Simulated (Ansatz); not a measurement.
The parent structure is Cu$_{3}$N (space group Pm-3m, No. 221; a = 3.827 Å). Axes: x, y, z lie along the cube axes.

The values are results of PBE in Ansatz (plane waves to 420 eV, PAW, spin-orbit coupling left out), not measurements.

Strains are applied to the cell and any free atomic positions relax.

One change was made to it. Results:

```json
[
 {"quantity": "pressure (mean of the normal stresses, compression positive)", "base": "0.00 GPa", "after": "-1.92 GPa"},
 {"quantity": "valley order (the lowest conduction-band minima on the path, energy above the VBM, named in the base's zone)", "base": "M along ⟨110⟩ 0.22 eV; Γ 0.97 eV; X along ⟨100⟩ 1.52 eV", "after": "M along [011] 0.28 eV; M along [110] 0.28 eV; Γ 0.92 eV; X along [010] 1.44 eV"},
 {"quantity": "energy relative to the base (free energy F)", "base": "0 meV/atom", "after": "+3.2 meV/atom"}
]
```

Q: Which of these changes matches the shifts?
A) uniaxial strain ε_zz = +2.40 %
B) uniaxial strain ε_zz = +0.60 %
C) uniaxial strain ε_zz = +1.80 %
D) uniaxial strain ε_zz = +3.00 %

A: C, uniaxial strain ε_zz = +1.80 %. For comparison, the valley order in the other runs: uniaxial strain ε_zz = +2.40 % gives M along [011] 0.29 eV; M along [110] 0.30 eV; Γ 0.90 eV; X along [010] 1.41 eV; uniaxial strain ε_zz = +0.60 % gives M along [011] 0.24 eV; M along [110] 0.24 eV; Γ 0.95 eV; X along [010] 1.50 eV; uniaxial strain ε_zz = +3.00 % gives M along [011] 0.31 eV; M along [110] 0.32 eV; Γ 0.88 eV; X along [010] 1.38 eV.

The levels and masses belong to the bands next to the band gap. Whether these cells are dynamically stable was not tested. The final runs are not spin-polarised.

Ansatz is a program for electronic structure.
